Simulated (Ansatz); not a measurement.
The reference is MgO in the rock salt structure (space group Fm-3m, No. 225; a = 4.159 Å). Axes: x, y, z lie along the cube axes.

Modification: the cell is stretched by 1.00 % along z with no lateral relaxation; the atoms relax in the strained cell.

The values are results of LDA in Ansatz (plane waves to 420 eV, PAW, without spin-orbit coupling), not measurements.

Q: Give the band edges at the high-symmetry points of the new zone, measured from its valence-band maximum.

A: 
```
point  valence edge (eV)  conduction edge (eV)
-----  -----------------  --------------------
Γ                   0.00                  4.92
X                  -1.40                  8.90
P                  -1.84                 11.62
N                  -0.70                  7.91
M                  -1.38                  9.01
S                  -1.18                 10.10
S₀                 -1.18                 10.10
R                  -1.89                 11.51
G                  -1.89                 11.51
```

The gap is 4.92 eV, direct at Γ.

No phonon test of stability was made. k-point labels follow each cell's own Brillouin zone.

Ansatz is a program for electronic structure.
